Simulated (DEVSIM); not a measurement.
# Si n-i-p diode

Device: Si n-i-p diode, at 350 K.

```tsv
layer (left to right)	material	thickness (μm)	Nd (cm⁻³)	Na (cm⁻³)	τn (s)	τp (s)
1	Si	0.250	1.7e18	-	0.00023	0.00023
2	Si	0.310	-	3.2e12	0.00023	0.00023
3	Si	0.260	-	1.3e18	0.00023	0.00023
```

Left contact: ohmic. Right contact: ohmic. Voltage is applied to the left contact. Recombination: SRH at mid-gap, Auger. Mobility is constant in doping.

The device is made up for the run: typed textbook-type constants, with dimensions and the other settings drawn at random. Values at 300 K; Nc and Nv go as T^1.5, mobilities as T to minus their exponent, the gap by Varshni's rule with the affinity fixed.

```tsv
parameter	Si
gap (eV)	1.124
affinity (eV)	4.05
permittivity	11.7
Nc (cm⁻³)	2.86e19
Nv (cm⁻³)	3.1e19
μn (cm²/Vs)	1417
μp (cm²/Vs)	470
T exponent of μn	2.3
T exponent of μp	2.2
Cn (cm⁶/s)	2.8e-31
Cp (cm⁶/s)	9.9e-32
Varshni α (eV/K)	0.000473
Varshni β (K)	636
```

Simulated with DEVSIM: 1D drift-diffusion, Boltzmann statistics, complete ionisation; no tunnelling, impact ionisation, image-force lowering or self-heating.

The potential step across the device at zero bias is 0.916 V and the dark forward voltage at 1 A/cm² is 0.527 V. The dark forward voltage at 100 A/cm² is 0.667 V.

Small-signal capacitance in reverse bias (quasi-static):

```
V (V)  C (nF/cm²)
-----  ----------
0.1          36.4
0.25         35.6
0.5          34.7
0.75         34.1
1            33.8
1.5          33.2
2            32.9
2.5          32.6
3.25         32.3
4            32.1
5            31.8
```

Dark reverse current:

| V (V) | J (A/cm²) |
|---|---|
| 0.10 | 2.6e-8 |
| 0.25 | 2.7e-8 |
| 0.50 | 2.8e-8 |
| 0.75 | 2.8e-8 |
| 1.00 | 2.8e-8 |
| 1.50 | 2.9e-8 |
| 2.00 | 2.9e-8 |
| 2.50 | 2.9e-8 |
| 3.25 | 3.0e-8 |
| 4.00 | 3.0e-8 |
| 5.00 | 3.0e-8 |
